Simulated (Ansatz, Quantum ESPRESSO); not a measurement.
## MgCdS₂ (P4/mmm, 4 atoms in the cell) computed with different codes at matched settings

Zone-centre phonon calculation.

```
MgCdS2
1.0
    3.80768     0.00000     0.00000
    0.00000     3.80768     0.00000
    0.00000     0.00000     5.38570
Mg Cd S
1 1 2
Direct
  0.50000   0.50000   0.50000
  0.00000   0.00000   0.00000
  0.00000   0.00000   0.50000
  0.50000   0.50000   0.00000
```

Shared settings, as Ansatz (a program for electronic structure) writes them: kpoints.mp_grid.grid = 5 5 3; scf.occupations.method = fixed. Potentials and cutoffs stand in the table.

| code | model | highest zone-centre frequency, without LO-TO term (cm⁻¹) | mean ε∞ at this mesh | cutoff |
|---|---|---|---|---|
| Ansatz | LDA (PW92), PAW files made with PBE | 239 | 7.81 | default |
| Quantum ESPRESSO | LDA (PW92), PseudoDojo standard norm-conserving (LDA) pseudopotentials | 240 | 9.43 | 105 Ry |

The spread over the programs that give each value: highest zone-centre frequency, without LO-TO term within 1.0 cm⁻¹; mean ε∞ at this mesh within 1.62 .

The starting cell comes from a database of computed structures (which also holds hypothetical and non-ambient phases and stackings), without a prior relaxation at this level.

Keys are those of Ansatz 0.2.
